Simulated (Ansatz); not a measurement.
## What biaxial strain +0.35 %, plane normal [001], relaxed out of plane does to hypothetical diamond Ba

Base system: Ba in the diamond structure (space group Fd-3m, No. 227; a = 7.409 Å; a hypothetical phase, not in the database extracts checked; relaxed with 0.1 eV smearing). Axes: x, y, z lie along the cube axes.

One thing is altered: biaxial strain +0.35 %, plane normal [001], relaxed out of plane (Cartesian); in-plane vectors clamped, the third vector and the atoms free.

The values are results of PBEsol (Ansatz, a program for electronic structure), without spin-orbit coupling, not measurements. Settings: 14×14×14 k-points, 0.1 eV Fermi–Dirac smearing.

Volume per atom: 49.98 Å³ (base 50.83 Å³)
Shortest interatomic distance: 3.191 Å (base 3.208 Å)
Energy relative to the base (free energy F): -0.4 meV/atom
Pressure (mean of the normal stresses, compression positive): 0.2 GPa (base 0.0 GPa)
Band gap: zero (base zero)
Out-of-plane strain: -2.35 %
Mean in-plane stress (compression positive): +0.4 GPa

Final structure (turned so that z lies along the plane normal):

```xyz
2
Lattice="5.2570 0.0000 0.0000 0.0000 5.2570 0.0000 2.6285 -2.6285 3.6172" Properties=species:S:1:pos:R:3 pbc="T T T"
Ba     2.6285     0.0000     1.8086
Ba     2.6285     2.6285     0.0000
```

No phonon test of stability was made. Under biaxial strain +0.35 %, plane normal [001], relaxed out of plane the cell ends below the base's energy or with stress of the wrong sign: the atoms slid into a distortion or the cell is elastically unstable, so the base is not a stable minimum at this level.
